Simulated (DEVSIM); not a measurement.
Device: Ru/SiO2/p-Ge capacitor, at 250 K.

Layer 1 from the left is SiO2, thickness (nm) 4.10. Layer 2 from the left is Ge, thickness (nm) 520, Na (cm⁻³) 1.3e18.

Metal gate on the left, work function 4.7 eV. Fixed charge at the semiconductor interface 0 cm⁻² (in units of +e); no interface traps.

The device is made up for the run: typed textbook-type constants, with dimensions and the other settings drawn at random. Values at 300 K; Nc and Nv go as T^1.5, mobilities as T to minus their exponent, the gap by Varshni's rule with the affinity fixed.

SiO2: gap (eV) 9, affinity (eV) 0.9, permittivity 3.9. Ge: gap (eV) 0.664, affinity (eV) 4, permittivity 16, Nc (cm⁻³) 1.04e19, Nv (cm⁻³) 6e18, Varshni α (eV/K) 0.000477, Varshni β (K) 235.

Q: Estimate by hand the flat-band voltage, the threshold voltage, and compare with a numerical solution.

A: 
- Flat-band voltage: C = 0.842 μF/cm², work-function difference 0.044 V; VFB = φms − qNf/C = 0.04 V; numerical 0.04 V.
- Threshold voltage: φF = 0.308 V, depletion charge √(4εqNφF) = 6.03e-7 C/cm²; VT = VFB + 2φF + Qd/C = 1.38 V; numerical 1.38 V.

Model (solved in DEVSIM): 1D Poisson equation in equilibrium, Boltzmann statistics, complete ionisation; no quantum confinement or tunnelling. Metal contacts follow the ideal Schottky-Mott rule: no Fermi-level pinning, no interface dipoles.
